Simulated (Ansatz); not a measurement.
Take NaHgBr3 in the cubic perovskite structure (space group Pm-3m, No. 221; a = 5.4745 Å; a hypothetical phase, not in the database extracts checked) as the base. Axes: x, y, z lie along the cube axes.

All numbers come from DFT with PBEsol, PAW potentials and a 420 eV plane-wave cutoff in Ansatz (an electronic-structure program), no spin-orbit coupling.

Base values:

| Quantity | Value |
|---|---|
| Volume per atom | 32.81 Å³ |
| Pressure | 0.0 GPa |
| Band gap | zero |

Now apply this change: compressive biaxial strain of 4.63 % in the plane normal to [110], as in epitaxy on a mismatched substrate; the out-of-plane cell vector and the atoms relax.

**Question.** Predict the new volume per atom, energy relative to the base, pressure and band gap.

**Answer.** The volume per atom shrinks by 1.20 Å³ (32.81 Å³ → 31.61 Å³); the energy grows by 17 meV/atom; the pressure (mean of the normal stresses, compression positive) goes from zero to 1.3 GPa; the band gap remains zero.

Without a gap, meshes like the base's 9×9×9 leave anisotropic stresses uncertain by several tenths of a GPa, and small strain energies with them. No phonon test of stability was made. All final runs are without spin polarisation. Many cubic perovskites are stable only at high temperature; tilts and polar distortions were not tested.
